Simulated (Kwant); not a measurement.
Computed with Kwant: Hückel tight-binding model, one pz orbital an atom, one spin, coherent transport at 0 K. Conductance is in e²/h.

System: π system c1ccc2c(c1)[nH]c1ccccc12 between two chain leads. The π system is taken as planar. Atoms are numbered from 0 in the order of the SMILES. Site energies (eV, carbon 0): [0.0, 0.0, 0.0, 0.0, 0.0, 0.0, -4.05, 0.0, 0.0, 0.0, 0.0, 0.0, 0.0]. Bonds (i, j, β in eV): (0,1,-2.7) (1,2,-2.7) (2,3,-2.7) (3,4,-2.7) (4,5,-2.7) (4,6,-2.16) (6,7,-2.16) (7,8,-2.7) (8,9,-2.7) (9,10,-2.7) (10,11,-2.7) (11,12,-2.7) (5,0,-2.7) (12,7,-2.7) (12,3,-2.7). Leads: chains of hopping −4.1 eV, joined by −0.81 eV to atoms 5 and 8.

Site energies and bond integrals are typed Hückel values.

Sweep values stay those of the base run.

One input was changed, with this effect: transmission at E = 0 0.00011 → 0.0041.

Problem. Which change was it?
(A) contacts moved from atoms [5, 8] to [0, 1]
(B) contacts moved from atoms [5, 8] to [2, 11]
(C) contacts moved from atoms [5, 8] to [1, 5]
(D) contacts moved from atoms [5, 8] to [0, 9]
(E) contacts moved from atoms [5, 8] to [0, 5]
(F) contacts moved from atoms [5, 8] to [0, 8]

Solution. E, contacts moved from atoms [5, 8] to [0, 5]
